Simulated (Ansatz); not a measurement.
Start from Cu in the fcc (Cu type) structure (space group Fm-3m, No. 225; a = 3.5768 Å; relaxed with 0.1 eV smearing).

Calculations: Ansatz (a quantum-chemistry and plane-wave program), r2SCAN, PAW, cutoff 500 eV, no SOC.

Strains are applied to the cell and any free atomic positions relax.

One change was made to it. Results:

The pressure goes from zero to 8.3 GPa; the energy grows by 13 meV/atom.

Question: Name the change that was made.
A. isotropic strain −1.50 %
B. isotropic strain −1.00 %
C. isotropic strain −2.00 %
D. isotropic strain −2.50 %

Answer: A, isotropic strain −1.50 %. For comparison, the energy relative to the base in the other runs: isotropic strain −1.00 % gives +5.4 meV/atom; isotropic strain −2.00 % gives +23 meV/atom; isotropic strain −2.50 % gives +36 meV/atom.

Stability against distortions was not tested. The final runs are not spin-polarised.
